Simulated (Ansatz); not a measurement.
**Electron-phonon data for Sr$_{3}$SnO (Pm-3m)**

Given:

```
CELL_PARAMETERS angstrom
      5.09174     0.00000     0.00000
      0.00000     5.09174     0.00000
      0.00000     0.00000     5.09174
ATOMIC_POSITIONS crystal
  Sr 0.50000 0.00000 0.50000
  Sr 0.00000 0.50000 0.50000
  Sr 0.50000 0.50000 0.00000
  Sn 0.00000 0.00000 0.00000
  O  0.50000 0.50000 0.50000
```

Computed with PBEsol, DFPT electron-phonon coupling, linearised Boltzmann equation (plane waves, PAW, scalar-relativistic; Ansatz, a quantum-chemistry and plane-wave program). Geometry: relaxed with this functional, without spin-orbit coupling.

```json
{
 "resistivity at 200 K": "76 μΩ·cm",
 "resistivity at 77 K": "22 μΩ·cm"
}
```

A metal at this level (no band gap). Only scattering by harmonic phonons is included (no impurities, grain boundaries, electron-electron scattering or thermal expansion). Spin-orbit coupling is left out. Few carriers conduct, so the values hang on small band overlaps. The run warned that the eigensolver left some states short of its tolerance. Halving the electron mesh (16x16x16) moves the resistivity by up to 15 % at 200 K. Smearing 0.20 eV; phonons on a 3x3x3 q mesh, which this run doesn't test and which matters most at low temperature.

Formula and space group known from diffraction (Crystallography Open Database), not checked to be the room-temperature form: Sr3SnO (Pm-3m).
